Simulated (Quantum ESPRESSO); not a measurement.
Input and output of a self-consistent single point for Si2Mo (I4/mmm, 3 atoms in the cell) (Quantum ESPRESSO).

Method: PBE, PSlibrary ultrasoft (PBE) pseudopotentials (plane waves; Quantum ESPRESSO 7.5).

The change in words: lattice scaled by 1.015. Reference geometry:
```
Si2Mo
1.0
   -1.62744     1.62744     3.96984
    1.62744    -1.62744     3.96984
    1.62744     1.62744    -3.96984
Si Mo
2 1
Direct
  0.66457   0.66457   0.00000
  0.33543   0.33543   0.00000
  0.00000   0.00000   0.00000
```

Reference input (self-consistent single point, DFT, PBE, plane waves, PSlibrary ultrasoft (PBE) pseudopotentials): ecutwfc = 55 Ry; ecutrho = 330 Ry; occupations = smearing; smearing = marzari-vanderbilt; degauss = 0.0073499 Ry; potentials = {Si: Si.pbe-n-rrkjus_psl.1.0.0.UPF, Mo: Mo.pbe-spn-rrkjus_psl.1.0.0.UPF}; K_POINTS = automatic 10 10 10 1 1 1; conv_thr = 1e-11 Ry. This run's input differs from it in these lines:

```diff
@@ -31,5 +31,5 @@
 CELL_PARAMETERS bohr
-  -3.0754234432     3.0754234432     7.5019160278
-   3.0754234432    -3.0754234432     7.5019160278
-   3.0754234432     3.0754234432    -7.5019160278
+  -3.1215554373     3.1215554373     7.6144454390
+   3.1215554373    -3.1215554373     7.6144454390
+   3.1215554373     3.1215554373    -7.6144454390
```

Log, with long lists cut:

```
     Self-consistent Calculation

     iteration #  1     ecut=    55.00 Ry     beta= 0.70

     Threshold (ethr) on eigenvalues was too large:
     Diagonalizing with lowered threshold

     total energy              =    -162.43185586 Ry
     estimated scf accuracy    <       0.06585809 Ry

     iteration #  2     ecut=    55.00 Ry     beta= 0.70

     total energy              =    -162.42224228 Ry
     estimated scf accuracy    <       0.13998280 Ry

     iteration #  3     ecut=    55.00 Ry     beta= 0.70

     total energy              =    -162.45146364 Ry
     estimated scf accuracy    <       0.00765270 Ry

   [... 4 blocks of this kind left out ...]

     iteration #  8     ecut=    55.00 Ry     beta= 0.70

     total energy              =    -162.45256267 Ry
     estimated scf accuracy    <          4.4E-09 Ry

     iteration #  9     ecut=    55.00 Ry     beta= 0.70
     End of self-consistent calculation

     the Fermi energy is    14.3756 ev

!    total energy              =    -162.45256267 Ry
     estimated scf accuracy    <          2.6E-12 Ry
     smearing contrib. (-TS)   =      -0.00000270 Ry
     internal energy E=F+TS    =    -162.45255997 Ry

     convergence has been achieved in   9 iterations

     Forces acting on atoms (cartesian axes, Ry/au):

     atom    1 type  1   force =    -0.00000000    0.00000000   -0.00540909
     atom    2 type  1   force =     0.00000000    0.00000000    0.00540909
     atom    3 type  2   force =     0.00000000    0.00000000    0.00000000

     Total force =     0.007650     Total SCF correction =     0.000001

          total   stress  (Ry/bohr**3)                   (kbar)     P=     -136.93
  -0.00091281   0.00000000  -0.00000000         -134.28        0.00       -0.00
  -0.00000000  -0.00091281   0.00000000           -0.00     -134.28        0.00
  -0.00000000   0.00000000  -0.00096678           -0.00        0.00     -142.22

   JOB DONE.
```

The run converged in 9 iterations. Against the reference run the free energy goes up by 38.9 meV/atom, the pressure goes from -6.46 to -13.69 GPa and the largest force goes from 0.043 to 0.139 eV/Å.

The starting cell comes from a database of computed structures (which also holds hypothetical and non-ambient phases and stackings), without a prior relaxation at this level. Its lattice was rescaled by a random factor within 2.5 % of one. For this run, on top of that: lattice scaled by 1.015. Spin polarisation is off.

Cost on one core of a shared machine: roughly 80 s.
